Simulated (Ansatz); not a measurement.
Consider V in the bcc (W type) structure (space group Im-3m, No. 229; a = 2.9847 Å).

Computed with Kohn–Sham DFT with the r2SCAN functional, run in Ansatz (an electronic-structure program) with PAW and 500 eV plane waves, without spin-orbit coupling, earlier PAW set.

Base values:

```
Quantity                            Value
-----------------------------  ----------
Density                        6.36 g/cm³
Shortest interatomic distance    258.5 pm
```

Perturbation: Zn takes the place of V on all its sites, then cell and atoms are relaxed.

**Question.** What happens to the density and shortest interatomic distance?

**Answer.** The density rises by 1.18 g/cm³ to 7.54 g/cm³; the shortest interatomic distance rises by 7.0 pm, from 258.5 pm to 265.5 pm.

Stability against distortions was not tested. For Zn in this form, whether it has been made was not checked. Starting moments died away, wholly or in part, for the base; another magnetic solution may exist. The final runs are not spin-polarised. This is not the structure that Zn has at room temperature and ambient pressure.
